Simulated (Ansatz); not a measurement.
System: FeNi (P4/mmm, No. 123, 2 atoms in the cell; start mp-1224965). Method: LDA (Ansatz, a quantum-chemistry and plane-wave program, PAW).

Run with plane-wave cutoff 520 eV, 24×24×14 k mesh (along the axes of the cell as run), Fermi–Dirac smearing 0.05 eV, spin-polarised start, scalar-relativistic PAW data made under PBE.

Cell (relaxed at this level):

Space group P4/mmm (No. 123); a = 2.426 Å, b = 2.426 Å, c = 3.506 Å, α = 90.00°, β = 90.00°, γ = 90.00°

| atom | site | symmetry | x | y | z |
|---|---|---|---|---|---|
| Fe | 1a | 4/mmm | 0.0000 | 0.0000 | 0.0000 |
| Ni | 1d | 4/mmm | 0.5000 | 0.5000 | 0.5000 |

Problem. Give the computed bulk modulus.

Solution. 
- bulk modulus = 237 GPa

The run finds no gap.

Note: the magnetic order was assumed, not searched for or taken from measurement; the bulk modulus is −V dP/dV from two relaxed cells at ±2 % in volume; the relaxation could not lower the start's symmetry, so the cell can be a saddle point above a distorted one.

Computing time: around 15 core-minutes (rough).

A start named mp-… is a Materials Project structure, which need not be a measured phase.
